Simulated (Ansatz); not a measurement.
**Hypothetical zinc blende CsI, pressure series**

The reference is CsI in the zinc blende structure (space group F-43m, No. 216; a hypothetical phase, not in the database extracts checked).

```
CsI
1.0
    0.00000     4.37141     4.37141
    4.37141     0.00000     4.37141
    4.37141     4.37141     0.00000
I Cs
1 1
Direct
  0.75000   0.75000   0.75000
  0.00000   0.00000   0.00000
```

Cell and atoms are relaxed at each pressure.

All numbers come from Kohn–Sham DFT with the PBE functional, run in Ansatz (a program for electronic structure) with PAW and 420 eV plane waves, without spin-orbit coupling.

Candidates:
(a) pressure 2.1 GPa
(b) pressure 0.9 GPa
(c) pressure 4.5 GPa

Before the change:

| Property | Value |
|---|---|
| Band gap | 3.72 eV |

Problem. Order them by band gap, highest first.

Solution. (c) pressure 4.5 GPa (3.99 eV), (a) pressure 2.1 GPa (3.92 eV), (b) pressure 0.9 GPa (3.84 eV)

With I present, leaving out spin-orbit coupling can change the band edges. Load acts through the strain it causes; cell and atoms are relaxed under it. Stability against distortions was not tested.
